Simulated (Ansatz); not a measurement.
A hypothetical phase is included: elements placed on a structure type, which no database files for this compound.

**Evanescent states of GaP (P4_2/mnm, 8 atoms a cell, 21.3 Å³ an atom) along the normal of (100)**

Level of theory: r2SCAN (plane waves, PAW; Ansatz, a first-principles code).

The gap is the functional's own. No spin-orbit coupling. Mid-gap values are those at the computed energy nearest the middle.

Energies count from the valence-band top; κ is the least over a 8×6 mesh across the current.

| E (eV) | κ (1/Å) | where |
|---|---|---|
| 0.04 | 0.038 | Γ |
| 0.12 | 0.065 | Γ |
| 0.20 | 0.082 | Γ |
| 0.28 | 0.095 | Γ |
| 0.36 | (withheld) | Γ |
| 0.44 | (withheld) | Γ |
| 0.52 | (withheld) | Γ |
| 0.60 | (withheld) | Γ |
| 0.68 | (withheld) | Γ |
| 0.76 | (withheld) | Γ |
| 0.84 | (withheld) | Γ |
| 0.92 | (withheld) | Γ |
| 1.00 | (withheld) | Γ |
| 1.08 | (withheld) | off Γ |
| 1.16 | 0.124 | off Γ |
| 1.24 | 0.106 | off Γ |
| 1.32 | 0.083 | off Γ |
| 1.40 | 0.047 | off Γ |

**Question.** Fill in the missing entries.

**Answer.** 
- 0.36, κ (1/Å): 0.105
- 0.44, κ (1/Å): 0.114
- 0.52, κ (1/Å): 0.121
- 0.60, κ (1/Å): 0.127
- 0.68, κ (1/Å): 0.132
- 0.76, κ (1/Å): 0.136
- 0.84, κ (1/Å): 0.139
- 0.92, κ (1/Å): 0.142
- 1.00, κ (1/Å): 0.144
- 1.08, κ (1/Å): 0.138
